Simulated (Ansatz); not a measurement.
Here is the system:

```yaml
crystal:
  lattice:
    - [3.91535, 0.00000, 0.00000]
    - [1.95768, 3.39080, 0.00000]
    - [1.95768, -1.13027, 3.08442]
  atoms:
    - { symbol: Si, position: [0.00310, 0.99845, 0.99535] }
    - { symbol: Si, position: [0.49690, 0.25155, 0.75465] }
```

No spin polarisation.

Calculations: plane-wave PAW DFT at the LDA level (Ansatz, a program for electronic structure, 420 eV), without spin-orbit coupling. k-mesh 11×11×11 (Γ-centred); smearing 0.05 eV (Fermi–Dirac).

Problem. Predict the smallest direct gap, gap character, band gap and pressure.

Solution. The smallest direct gap comes out as 2.20 eV and the gap character is indirect, Γ → F–Γ (13 % along). The band gap is 0.27 eV and the pressure (mean of the normal stresses, compression positive) is -3.40 GPa.

The cells carry an imposed strain or load. Whether these cells are dynamically stable was not tested. The cell was made from Si in the diamond structure (space group Fd-3m, No. 227) by this change: biaxial strain +2.50 %, plane normal [111], relaxed out of plane. The zero or small gap of Si under biaxial strain +2.50 %, plane normal [111], relaxed out of plane can change with the level of theory.
